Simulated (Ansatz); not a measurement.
The reference is MoS$_{2}$ in the 3R-MoS2 type structure (space group R3m, No. 160; layered, stacked along the Cartesian z axis).

```
MoS2
1.0
    1.58770     0.91666     6.19534
   -1.58770     0.91666     6.19534
    0.00000    -1.83332     6.19534
Mo S
1 2
Cartesian
  0.00000   0.00000   0.00009
  0.00000   0.00000  13.94500
  0.00000   0.00000  10.83567
```

Cartesian axes are those of the cell as printed.

Computed with r2SCAN+rVV10 (Ansatz, an electronic-structure program; PAW; 500 eV plane waves; no spin-orbit coupling), earlier PAW set.

Perturbation: compressive biaxial strain of 1.04 % in the plane normal to [001], as in epitaxy on a mismatched substrate; the out-of-plane cell vector and the atoms relax.

Task: Predict the new out-of-plane strain.

Result: The out-of-plane strain comes out as +0.62 %.

Whether these cells are dynamically stable was not tested.
